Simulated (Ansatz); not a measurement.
## Response to strain in ZnSnN2

Consider ZnSnN2 (space group Pna2_1, No. 33).

```
ZnSnN2
1.0
    5.90561     0.00000     0.00000
    0.00000     6.80455     0.00000
    0.00000     0.00000     5.53722
Zn Sn N
4 4 8
Cartesian
  3.44279   5.95387   5.53131
  2.46282   0.85068   2.76270
  5.41563   2.55159   2.76270
  0.48999   4.25296   5.53131
  3.46885   2.55184   5.53351
  2.43676   4.25271   2.76490
  5.38956   5.95411   2.76490
  0.51605   0.85044   5.53351
  3.43996   2.54496   2.09460
  2.46565   4.25960   4.86321
  5.41845   5.94723   4.86321
  0.48716   0.85732   2.09460
  3.42687   5.96131   2.06789
  2.47874   0.84324   4.83650
  5.43155   2.55903   4.83650
  0.47406   4.24552   2.06789
```

Cartesian axes are those of the cell as printed.

Strains are applied to the cell and any free atomic positions relax; under biaxial strain the out-of-plane vector relaxes too; under stress the whole cell relaxes.

Level of theory: Ansatz (a quantum-chemistry and plane-wave program) PBE, spin-orbit coupling left out.

Notes on the quantities. band gap: uncertain: the edges found look like a band crossing or inverted bands; the base alone.

```csv
change,volume per atom,band gap
base,13.91 Å³,0.11 eV
"biaxial strain +0.57 %, plane normal [001], relaxed out of plane",14.02 Å³,0.11 eV
uniaxial strain ε_zz = +2.82 %,14.30 Å³,zero
"uniaxial stress, 5 GPa tension along z",14.09 Å³,zero
```

Stability under load was not tested beyond the relaxation. The final runs are not spin-polarised. Gaps under 0.05 eV, about the width of the smearing, are given as zero. The zero or small gap of ZnSnN2 can change with the level of theory.
